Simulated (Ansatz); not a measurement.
Start from TiSi₂ (space group Fddd, No. 70).

```xyz
6
Lattice="0.0000 4.1148 4.2603 2.3896 0.0000 4.2603 2.3896 4.1148 0.0000" Properties=species:S:1:pos:R:3 pbc="T T T"
Si     2.3896     5.4523     4.2603
Si     2.3896     2.7772     4.2603
Si     3.5844     4.8346     6.3904
Si     3.5844     7.5097     6.3904
Ti     0.0000     0.0000     0.0000
Ti     1.1948     2.0574     2.1301
```

All numbers come from Ansatz (a quantum-chemistry and plane-wave program), r2SCAN, PAW, cutoff 500 eV, without spin-orbit coupling.

One change was made to it. Results:

The shortest interatomic distance drops by 5.8 pm (251.9 pm → 246.1 pm); the band gap stays zero.

Problem. Which change produced these results?
(A) pressure 0.9 GPa
(B) pressure 15 GPa
(C) pressure 30 GPa
(D) pressure 4.5 GPa

Solution. B, pressure 15 GPa. For comparison, the shortest interatomic distance in the other runs: pressure 0.9 GPa gives 251.5 pm; pressure 4.5 GPa gives 250.0 pm; pressure 30 GPa gives 241.8 pm.

Load acts through the strain it causes; cell and atoms are relaxed under it. No phonon test of stability was made. Competing high-pressure phases were not computed. The final runs are not spin-polarised.
